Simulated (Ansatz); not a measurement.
A zone-centre phonon calculation of Li (R-3m, 3 atoms in the cell) with Ansatz (a program for electronic structure).

Method of the run: LDA (PW92), PAW files made with PBE (plane waves; Ansatz).

```
Li
1.0
    1.50901     0.87123     7.30958
   -1.50901     0.87123     7.30958
    0.00000    -1.74246     7.30958
Li
3
Direct
  0.77703   0.77703   0.77703
  0.22297   0.22297   0.22297
  0.00000   0.00000   0.00000
```

Reference input (self-consistent single point, DFT, LDA (PW92), plane waves, PAW files made with PBE): kpoints.mp_grid.grid = 10 10 10; hamiltonian.xc = lda; hamiltonian.pseudopotentials = {kind: paw} (the program's default PAW files); scf.occupations.method = gaussian; scf.occupations.width = 0.2 eV. This run's input differs from it in these lines:

```diff
@@ -16,6 +16,4 @@
   occupations: { method: gaussian, width: 0.2 }
-output:
-  forces: true
-  eigenvalues: true
-  stress: true
+phonons:
+  method: dfpt
```

The program printed (abridged):

```
SCF iter   1: F=—  HF=-604.953623 eV  |F-HF|=—  |Δ(HF+E_count)|=         —  Δρ=6.04e-3  dr2=2.20e-2  ethr=3.10e-3  ⟨swp⟩=3.9  Hψ=13940  notcnv=0
all-band conjugate gradients solve this SCF's bands
preconditioner: auto → none
SCF iter   2: F=—  HF=-604.942524 eV  |F-HF|=—  |Δ(HF+E_count)|=   1.11e-2  Δρ=3.26e-3  dr2=7.71e-3  ethr=2.44e-4  ⟨swp⟩=2.0  Hψ=5616  notcnv=0
   [... lines left out ...]
SCF iter   6: F=—  HF=-604.940260 eV  |F-HF|=—  |Δ(HF+E_count)|=   4.62e-6  Δρ=1.08e-5  dr2=2.72e-8  ethr=1.31e-8  ⟨swp⟩=1.6  Hψ=2757  notcnv=0  defer=7
SCF iter   7: F=—  HF=-604.940260 eV  |F-HF|=—  |Δ(HF+E_count)|=   8.60e-9  Δρ=1.02e-6  dr2=1.13e-9  ethr=3.02e-10  ⟨swp⟩=1.5  Hψ=2782  notcnv=0  defer=7
SCF iter   8: F=—  HF=-604.940260 eV  |F-HF|=—  |Δ(HF+E_count)|=  2.55e-10  Δρ=8.91e-8  dr2=2.14e-11  ethr=1.26e-11  ⟨swp⟩=1.0  Hψ=2513  notcnv=0  defer=7
SCF iter   9: F=-604.940260 eV  HF=-604.940260 eV  |F-HF|=0.00e0  |Δ(HF+E_count)|=  1.25e-12  Δρ=2.29e-8  dr2=2.75e-13  ethr=1.00e-12  ⟨swp⟩=4.6  Hψ=8246  notcnv=0
SCF 1 converged in 9 iterations: F = -604.940260 eV  dr2 = 2.75e-13
DFPT response loops at Γ: preconditioner auto → Kerker (q_TF=auto, 2.002 Å⁻¹) (partly filled bands, converged f_vac=0.000) …
Free energy (F): -604.940260 eV
Internal energy: -604.911542 eV  (E = F + TS)
E sigma→0 (E₀):  -604.925901 eV
Entropy (-TS):   -0.028718 eV (-9.573 meV/atom)
Fermi energy:    1.019713 eV
--- Phonons (Γ-DFPT): 4 representative perturbations + reference, on 282 of 1000 k-points (Σ response iterations 12) ---
  k mesh reduced under 2 symmetry operations, with k and −k counted as one. Each operation leaves every solved perturbation unchanged …
  ASR residual: 1.385e-5 → 0.000e0 eV/Å²; symmetrization residual: 3.715e-6 eV/Å²
  ASR residual per site (eV/Å²): 1.39e-5 1.39e-5 1.19e-5
  Γ frequencies (cm⁻¹): 0.00 0.00 0.00 108.50 108.50 111.98 111.98 275.25 286.53
  non-analytic LO–TO correction: not included (Born effective charges unavailable; polar crystals: no LO–TO splitting at Γ)
```

The run converged in 9 iterations. 

Summary of the result:
```
Quantity                                                                                 Result
--------------------------------------------------------  -------------------------------------
Free energy E − TS (on the zero of these files)                                    -604.9403 eV
Fermi level (on the code's own zero)                                                    1.02 eV
Zone-centre frequencies (cm⁻¹; negative means imaginary)  0, 0, 0, 108, 108, 112, 112, 275, 287
```

The starting cell comes from a database of computed structures (which also holds hypothetical and non-ambient phases and stackings), without a prior relaxation at this level. Its lattice was rescaled by a random factor within 2.5 % of one.

Cost on one core of a shared machine: roughly 2 min.

Keys are those of Ansatz 0.2.
